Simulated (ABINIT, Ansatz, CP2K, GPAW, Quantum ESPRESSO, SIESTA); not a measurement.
## Code comparison for HfIr3 (Pm-3m, 4 atoms in the cell)

Self-consistent single point, at a second geometry (lattice scaled by 0.98). First geometry:

```yaml
crystal:
  lattice:
    - [3.87090, 0.00000, 0.00000]
    - [0.00000, 3.87090, 0.00000]
    - [0.00000, 0.00000, 3.87090]
  atoms:
    - { symbol: Hf, position: [0.00000, 0.00000, 0.00000] }
    - { symbol: Ir, position: [0.00000, 0.50000, 0.50000] }
    - { symbol: Ir, position: [0.50000, 0.00000, 0.50000] }
    - { symbol: Ir, position: [0.50000, 0.50000, 0.00000] }
```

Shared settings, as Ansatz (an electronic-structure program) writes them: kpoints.mp_grid.grid = 7 7 7; scf.occupations.method = gaussian; scf.occupations.width = 0.2 eV. Potentials and cutoffs stand in the table.

```
code                                                                                                                                      model  ΔF from the first geometry (meV/atom)  pressure (GPa)       cutoff
----------------  -----------------------------------------------------------------------------------------------------------------------------  -------------------------------------  --------------  -----------
Quantum ESPRESSO                                                          PBEsol, PseudoDojo standard norm-conserving (PBESOL) pseudopotentials                                  134.1           38.56        70 Ry
CP2K                                                                 PBEsol, GPW, DZVP-MOLOPT-SR-GTH basis, GTH-PBE potentials (GTH_POTENTIALS)                                  132.1           38.23  grid 500 Ry
SIESTA            GGA PBEsol, numerical atomic orbitals DZP, PseudoDojo PBEsol standard norm-conserving potentials (rewritten from UPF to PSML)                                  137.1           39.90  grid 300 Ry
Ansatz                                                                                                          PBEsol, PAW files made with PBE                                  138.4           39.43      default
ABINIT                                                           PBEsol, norm-conserving pseudopotentials (PseudoDojo nc-sr-04 PBEsol standard)                                  134.0           38.54       925 eV
GPAW                                                                                      PBEsol, GPAW PAW datasets PBEsol (made by gpaw-setup)                                  135.9           38.86       600 eV
```

On Ansatz's run: spin-orbit coupling is off. Spin polarisation is off.

The spread over the programs that give each value: ΔF from the first geometry within 6.3 meV/atom; pressure within 1.67 GPa.

CP2K and SIESTA use small atom-centred bases, whose incompleteness enters pressures, forces and empty levels differently from a plane-wave cutoff. Ansatz's pressure is given at a fixed set of plane waves, as the other plane-wave codes print theirs; with its correction for the finite basis it is 39.56 GPa. In the pressure, SIESTA (by 1.19) lies more than 1 GPa from the median of the plane-wave programs.

The starting cell comes from a database of computed structures (which also holds hypothetical and non-ambient phases and stackings), without a prior relaxation at this level. Its lattice was rescaled by a random factor within 2.5 % of one. For this run, on top of that: lattice scaled by 0.98.

Left out of this page: Elk and FLEUR (not drawn, or without a comparable value).

Keys are those of Ansatz 0.2.
